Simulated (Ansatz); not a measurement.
Output of an Ansatz run (abridged):

```
WARN the atoms were moved onto the symmetric positions of the space group found under crystal.symmetry.tolerance 1.0e-5 (fractional …
WARN ansatz: RAYON_NUM_THREADS=1 ignored (pool sized by the plan → 1); use --threads N
Pseudopotentials: kind: paw
Pseudopotential: Cd, paw, valence charge 20
Pseudopotential: Se, paw, valence charge 16
Pseudopotential: S, paw, valence charge 6
Crystal: 4 atoms, lattice volume = 113.105 Å³
Basis set: ecut = 420 eV, 2213 PW (Γ)
Bands: 38, of which v1, the nominal top of the filled ones, is band 31 counted from 1 (30 counted from 0)
Symmetry: 6 space group operations
Space group: P3m1 (ITA 156), of the structure as read, at distance tolerance 4.8e-5 Å
k-points: 28 of 196 (time reversal used)
PAW frozen core: Cd, regenerated for the run's functional, and the local potential with it
PAW frozen core: Se, regenerated for the run's functional, and the local potential with it
PAW frozen core: S, regenerated for the run's functional, and the local potential with it
Initial density: superposition of atomic densities (neutral atoms: chi_scale 0, normalization atom), corrected by the library's trained network
Initial wavefunctions: pseudopotential atomic-orbital guess
Eigensolver: davidson
Functional: x = slater, c = lda
SCF iter   1: F=—  HF=-22490.668009 eV  |F-HF|=—  |Δ(HF+E_count)|=         —  Δρ=7.74e-3  dr2=6.62e-2  ethr=1.77e-3  ⟨swp⟩=6.3  Hψ=4092  notcnv=0  defer=6
all-band conjugate gradients solve this SCF's bands
preconditioner: auto → Resta (q_TF=auto, 2.468 Å⁻¹)
SCF iter   2: F=—  HF=-22490.650076 eV  |F-HF|=—  |Δ(HF+E_count)|=   1.79e-2  Δρ=3.12e-3  dr2=1.12e-2  ethr=1.07e-4  ⟨swp⟩=3.0  Hψ=2216  notcnv=0  defer=65
SCF iter   3: F=—  HF=-22490.647174 eV  |F-HF|=—  |Δ(HF+E_count)|=   2.90e-3  Δρ=9.62e-4  dr2=9.54e-4  ethr=1.81e-5  ⟨swp⟩=2.0  Hψ=1145  notcnv=0  defer=65
SCF iter   4: F=—  HF=-22490.647062 eV  |F-HF|=—  |Δ(HF+E_count)|=   1.11e-4  Δρ=2.36e-4  dr2=8.51e-5  ethr=1.54e-6  ⟨swp⟩=2.7  Hψ=1471  notcnv=0  defer=65
SCF iter   5: F=—  HF=-22490.647070 eV  |F-HF|=—  |Δ(HF+E_count)|=   7.66e-6  Δρ=8.05e-5  dr2=1.08e-5  ethr=1.37e-7  ⟨swp⟩=3.0  Hψ=1817  notcnv=0  defer=65
SCF iter   6: F=—  HF=-22490.647075 eV  |F-HF|=—  |Δ(HF+E_count)|=   5.33e-6  Δρ=2.04e-5  dr2=7.94e-7  ethr=1.74e-8  ⟨swp⟩=2.0  Hψ=1164  notcnv=0  defer=65
SCF iter   7: F=-22490.647076 eV  HF=-22490.647076 eV  |F-HF|=3.02e-8  |Δ(HF+E_count)|=   4.86e-7  Δρ=7.15e-6  dr2=6.77e-8  ethr=1.61e-10  ⟨swp⟩=8.4  Hψ=4708  notcnv=0
SCF 1 converged in 7 iterations: F = -22490.647076 eV  dr2 = 6.77e-8
SCF converged after 7 iterations
Free energy (F): -22490.647076 eV
Harris-Foulkes:  -22490.647076 eV  (|F-HF|=3.02e-8)
Internal energy: -22490.646881 eV  (E = F + TS)
E sigma→0 (E₀):  -22490.646978 eV
Entropy (-TS):   -0.000195 eV (-0.049 meV/atom)
Fermi energy:    6.315874 eV
--- Per-component energies (eV) ---
  E_band       = -1464.017586
  E_kinetic    = 1232.822678
  E_local      = -10866.483253  (includes V_loc(G=0)·N_el)
  E_nonlocal   = -477.518875
  E_hartree    = 5074.519608
  E_xc         = -548.341431
  E_vxc        = -625.725225  (∫ρ·V_xc dr)
  E_paw        = -10291.350782  (= ΣΔE_a)
  E_vpaw       = -876.159444  (= ΣTr[D̂ρ^β])
  E_aug_tail   = -0.000604  (compensation charges beyond the density's cutoff)
  E_ewald      = -6618.197919
  E_core_change = 3.903697  (= ΣΔE_core)
  E_smearing   = -0.000195  (= −TS)
  E_closure    = 0.000000  (closes the sum)
  Σ components = -22490.647076   (vs F -22490.647076, Δ=0.00e0)
--- Forces (eV/Å), atoms counted from 1 ---
  atom   1  Cd     0.00000000     0.00000000    -0.01595451
  atom   2  Cd    -0.00000000    -0.00000000     0.01486092
  atom   3  Se     0.00000000    -0.00000000    -0.02766476
  atom   4  S      0.00000000     0.00000000     0.02875514
  max |Σ_I F_I| component: 3.22e-6 eV/Å
--- Stress (GPa, compression-positive) ---
       -5.159241       0.000000      -0.000000
        0.000000      -5.159241       0.000000
       -0.000000       0.000000      -5.140542
  P = ⅓ Tr σ = -5.1530 GPa (-51.530 kbar)
  The stress holds the Pulay correction. Without it, at fixed plane waves, as pw.x and ABINIT print it: P = -5.1723 GPa
--- Band table (eV; the first three rows and the last of 28) ---
  k-point 0: bands = ["-95.2157", "-95.1228", "-56.3704", "-56.3577", "-56.3577", "-56.2732", "-56.2732", "-56.2609", "-40.6002", "-40.5963", "-40.5963", "-40.5885", "-40.5885", "-6.1859", "-5.7674", "-1.6471", "-1.6471", "-1.6302", "-1.5306", [...]
  k-point 1: bands = ["-95.2157", "-95.1228", "-56.3704", "-56.3577", "-56.3577", "-56.2732", "-56.2732", "-56.2609", "-40.6002", "-40.5963", "-40.5963", "-40.5885", "-40.5885", "-6.1423", "-5.8094", "-1.6445", "-1.6445", "-1.5911", "-1.5385", [...]
  k-point 2: bands = ["-95.2157", "-95.1228", "-56.3704", "-56.3577", "-56.3577", "-56.2732", "-56.2732", "-56.2609", "-40.6002", "-40.5963", "-40.5963", "-40.5885", "-40.5885", "-6.0821", "-5.8679", "-1.6412", "-1.6412", "-1.5467", "-1.5467", [...]
  k-point 27: bands = ["-95.2157", "-95.1228", "-56.3704", "-56.3579", "-56.3578", "-56.2734", "-56.2733", "-56.2609", "-40.6002", "-40.5963", "-40.5963", "-40.5885", "-40.5885", "-5.8177", "-5.6250", "-1.5199", "-1.5115", "-1.4772", "-1.4379", [...]
```

The structure:

```
CELL_PARAMETERS angstrom
      4.31054     0.00000     0.00000
     -2.15527     3.73304     0.00000
      0.00000     0.00000     7.02889
ATOMIC_POSITIONS crystal
  Cd 0.00000 0.00000 0.49023
  Cd 0.33333 0.66667 0.00964
  Se 0.33333 0.66667 0.62575
  S  0.00000 0.00000 0.12238
```

Question: Write an input that gives this output.

Answer: Other spellings and defaults could give the same log, and not every line can be read from it. The input that was run (DFT, LDA (PW92), plane waves, default PAW files made with PBE):

Ansatz 0.2 input:
```yaml
# Cd2SeS
crystal:
  lattice:
    - [4.310543, 0.000000, 0.000000]
    - [-2.155271, 3.733040, 0.000000]
    - [0.000000, 0.000000, 7.028894]
  atoms:
    - { symbol: Cd, position: [0.000000, 0.000000, 0.490230] }
    - { symbol: Cd, position: [0.333333, 0.666667, 0.009640] }
    - { symbol: Se, position: [0.333333, 0.666667, 0.625750] }
    - { symbol: S, position: [0.000000, 0.000000, 0.122380] }
basis:
  ecutwfc: 420.0
kpoints:
  mp_grid: { grid: [7, 7, 4] }
hamiltonian:
  xc: lda
  pseudopotentials: { kind: paw }
scf:
  occupations: { method: fermi_dirac, width: 0.05 }
output:
  forces: true
  eigenvalues: true
  stress: true
```

The starting cell comes from a database of computed structures (which also holds hypothetical and non-ambient phases and stackings), without a prior relaxation at this level. Its lattice was rescaled by up to half a per cent. With a pressure of about -5 GPa the cell is away from its equilibrium volume at this level. Ansatz's pressure includes its estimate of the finite-basis (Pulay) stress.

Ansatz is a program for electronic structure.
